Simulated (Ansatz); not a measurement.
InSb: energy against volume

InSb (zinc blende, F-43m, 35.225 Å³/atom and stress up to 0.01 GPa in the relaxed cell, cube axes along x, y and z) under an equal strain ε along all three axes. r2SCAN in Ansatz, a plane-wave DFT program (PAW, default set), 500 eV, 12×12×12 Γ-centred mesh, Fermi-Dirac smearing 0.05 eV; ions are relaxed, or left where forces stay under 0.02 eV/Å, within the symmetry of each cell.

Here V stands for volume and E for E less E0.

```
volume (Å³/atom)  E less E0 (meV/atom)  pressure (GPa)
----------------  --------------------  --------------
33.1539                          18.53            3.05
33.6639                          10.21            2.20
34.1792                           4.44            1.41
34.6997                           1.09            0.68
35.2254                           0.00            0.00
35.7565                           1.05           -0.63
36.2928                           4.13           -1.21
36.8345                           9.14           -1.75
37.3815                          15.97           -2.24
38.4918                              ?               ?
```

Using the third-order Birch-Murnaghan form, a cubic in V^(-2/3), estimate the missing E at V = 38.4918 from the other rows, showing the fit.

With u = V^(-2/3) - 0.0931, the rows have u = 0.0037970, 0.0028159, 0.0018494, 0.0008975, -0.0000401, -0.0009639, -0.0018738, -0.0027704, -0.0036537. Least squares gives E = -0.007 + 96.5·u + 1241060·u² + 4981944·u³. Residuals (row less fit): 0.005, -0.007, -0.008, 0.007, 0.009, 0.001, -0.007, -0.005, 0.005; standard error 0.009 (degrees of freedom: 5). Its minimum lies at u = -0.0000389, so V0 = (0.0930611)^(-3/2) = 35.22. There d²E/du² = 2481000 and d³E/du³ = 2.989e7, so B0 = (4/9) × 35.22^(-7/3) × 2481000 × 0.160218 = 43.4 GPa (the last factor turns the table's units into GPa), and B0' = 4 + (2/3) × 0.0930611 × (2.989e7)/2481000 = 4.7. B0' rests on the cubic coefficient alone and has a standard error of 0.1 from these residuals. At the withheld row, u = -0.0053822, so E = -0.007 + 96.5 × (-0.0053822) + 1241060 × (-0.0053822)² + 4981944 × (-0.0053822)³ = 34.648 meV/atom. The calculation gives 34.64 meV/atom, 0.008 meV/atom below the prediction (0.0 % of the range of E in the table). The row lies outside the fitted rows, so this is an extrapolation. From the scatter of the fitted rows alone, a prediction at this place has a standard error of 0.034 meV/atom, so the miss is 0.2 times that.

This level leaves no gap over 0.05 eV at strain 0.00, 0.50, 1.00, 1.50, 2.00, 3.00 %. Spin-orbit coupling is left out, which can shift these values for the heavy elements here. Other structures, which can take over under pressure, weren't tried. The same form fitted to the pressure column gives B0' = 4.8; series where the two differ by over 0.4 aren't shown. Rows are the converged runs of the series near zero and its far end, less any whose ions stayed unrelaxed beside relaxed ones; series whose fitted rows scatter by over a few per cent of the range, as at a crossing or softening among them, aren't shown in this form.
